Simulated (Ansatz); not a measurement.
# Effect of O on a Ba site (antisite), symmetric start on BaTiO3

Base system: a 20-atom supercell of BaTiO₃ in the cubic perovskite structure (space group Pm-3m, No. 221; a = 3.970 Å) at its relaxed geometry.

One thing is altered: a neutral O on a Ba site (antisite), symmetric start, atoms relaxed at fixed cell.

Computed with PBEsol/PAW in Ansatz (a quantum-chemistry and plane-wave program), no spin-orbit coupling. Settings: 4×4×4 k-points, 0.01 eV Fermi–Dirac smearing.

The pressure goes from zero to -3.3 GPa and the gap of the supercell changes from 1.82 eV to zero. The total moment of the cell amounts to 4.0 μB and the energy gained by relaxation amounts to 0.07 eV. The largest displacement of a host atom from its site in the perfect cell is 0.03 Å and the mean distance from the defect site to its nearest host atoms grows by 0.03 Å to 2.84 Å.

Final structure:

```xyz
20
Lattice="3.9699 -3.9699 -3.9699 -3.9699 3.9699 -3.9699 3.9699 3.9699 3.9699" Properties=species:S:1:pos:R:3 pbc="T T T"
O      0.0000     0.0000    -3.9699
Ba     0.0000     0.0000     0.0000
Ba     0.0000     3.9699     0.0000
Ba     3.9699     0.0000     0.0000
Ti     1.9849     1.9849    -1.9849
Ti     1.9849     1.9849     1.9849
Ti    -1.9849     1.9849    -1.9849
Ti     1.9849    -1.9849    -1.9849
O      0.0000     2.0096    -1.9603
O      3.9699    -1.9603    -2.0096
O      3.9699     1.9603    -2.0096
O      3.9699     1.9603     2.0096
O      2.0096     2.0096    -3.9699
O      1.9603     1.9603     0.0000
O     -2.0096     2.0096    -3.9699
O      2.0096    -2.0096    -3.9699
O      2.0096     0.0000    -1.9603
O     -1.9603     3.9699    -2.0096
O      1.9603     3.9699     2.0096
O      1.9603     3.9699    -2.0096
```

Cost of the whole job for the changed cell (relaxation, final SCF and bands): very roughly 2.7 core-minutes.

The magnetic state is the one reached from the starting moments; the real material's order can differ, and small cells can't hold many antiferromagnetic ones. The cell is small, so the values are those of an ordered compound at a high defect concentration; dilute-limit values will differ. The mesh was chosen for an insulator and is coarse for the gapless case. The defect started on the symmetric site and kept its symmetry, so it may sit on a saddle. No Hubbard U is applied, and correlation can decide whether such a compound is a metal. Spin-polarised in the final run: O on a Ba site (antisite); the other runs are not. Many cubic perovskites are stable only at high temperature; tilts and polar distortions were not tested. The defect cell is spin-polarised and ends with 4.0 μB. This is not the structure that BaTiO3 has at room temperature and ambient pressure.
